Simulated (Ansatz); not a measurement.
Take LiNbO3 (space group R3c, No. 161; a = 5.135 Å, c = 13.825 Å (hexagonal axes)) as the base.

Level of theory: DFT with PBEsol, PAW potentials and a 420 eV plane-wave cutoff in Ansatz (a first-principles code), no spin-orbit coupling.

One change was made to it. Results:

| quantity | base | after |
|---|---|---|
| volume per atom | 10.52 Å³ | 9.83 Å³ |
| c/a ratio | 2.693 | 2.708 |

Problem. Which change produced these results?
(A) pressure 30 GPa
(B) pressure 9 GPa
(C) pressure 60 GPa
(D) pressure 45 GPa

Solution. B, pressure 9 GPa. For comparison, the volume per atom in the other runs: pressure 60 GPa gives 7.48 Å³; pressure 30 GPa gives 8.77 Å³; pressure 45 GPa gives 8.19 Å³.

Load acts through the strain it causes; cell and atoms are relaxed under it. No phonon test of stability was made. No other phases were tried under pressure.
